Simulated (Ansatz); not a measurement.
**What tensor shear ε_xz = +1.67 % does to GaN**

Consider GaN in the wurtzite structure (space group P6_3mc, No. 186; a = 3.1518 Å, c = 5.1383 Å). Axes: x lies along a and z along c of the hexagonal cell.

Modification: tensor shear ε_xz = +1.67 % (engineering shear γ = 0.0334); the atoms relax in the strained cell.

The values are results of Kohn–Sham DFT with the LDA functional, run in Ansatz (an electronic-structure program) with PAW and 420 eV plane waves, no spin-orbit coupling, not measurements. k-mesh 12×12×7 (Γ-centred); smearing 0.05 eV (Fermi–Dirac).

The volume per atom is still 11.05 Å³ and the space group changes from P6_3mc (No. 186) to Cc (No. 9). The shortest interatomic distance drops by 0.005 Å, from 1.927 Å to 1.922 Å and the energy increases by 3.7 meV/atom. The pressure (mean of the normal stresses, compression positive) is nearly the same (0.00 GPa against 0.01 GPa) and the band gap shrinks by 0.08 eV (2.13 eV → 2.05 eV). The gap character remains direct at Γ and the electron mass becomes 0.18 mₑ along z, 0.20 mₑ across (at Γ) (base: 0.18 mₑ along c, 0.20 mₑ across (at Γ)). The valence-band top at Γ (three highest levels, from the VBM) goes from 0.00, 0.00, -0.05 eV to 0.00, -0.07, -0.20 eV and the stress (xx, yy, zz, yz, xz, xy; compression positive) amounts to (-0.12, 0.06, 0.09, 0.00, -3.22, 0.00) GPa.

Final structure:

```yaml
crystal:
  lattice:
    - [3.15179, 0.00000, 0.05263]
    - [-1.57589, 2.72953, -0.02632]
    - [0.08581, 0.00000, 5.13834]
  atoms:
    - { symbol: Ga, position: [0.33102, 0.66659, 0.00034] }
    - { symbol: Ga, position: [0.66443, 0.33341, 0.50034] }
    - { symbol: N, position: [0.33577, 0.66698, 0.37666] }
    - { symbol: N, position: [0.66878, 0.33302, 0.87666] }
```

Cost of the whole job for the changed cell (relaxation, final SCF and bands): about 2.5 core-minutes (a rough figure).

Effective masses come from finite differences of ±0.01 Å⁻¹. Whether these cells are dynamically stable was not tested. Labels are those of the standard path for the cell's own space group.
